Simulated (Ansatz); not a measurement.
The starting structures come from a database of crystals and need not be the phases stable at ambient conditions.

By PBEsol, the system below comes out a metal.

Without scattering a metal conducts by its projected Fermi surface.

Here is the system:

```xyz
6
Lattice="3.1267 0.0000 0.0000 1.5634 4.1543 0.0000 1.5634 -0.5632 6.5227" Properties=species:S:1:pos:R:3 pbc="T T T"
P      1.5634     3.0956     0.1631
P      4.6901     0.4954     6.3596
P      4.6901     2.9824     3.9111
P      1.5634     0.6087     2.6116
W      3.1267     2.3648     1.9110
W      3.1267     1.2263     4.6117
```

Space group of this cell: C2/m. The cell is strained (lengths across the current scaled by 0.98, ions clamped); by PBEsol its mean pressure is 5.2 GPa.

The current flows along the normal of the first two printed cell vectors. No spin-orbit coupling; the value is a mean over 0.1 eV about the Fermi level.

Problem. State the ballistic conductance per area according to PBEsol (Ansatz, a first-principles code).

Solution. 0.35 × 10¹⁵ S/m² for both spins.
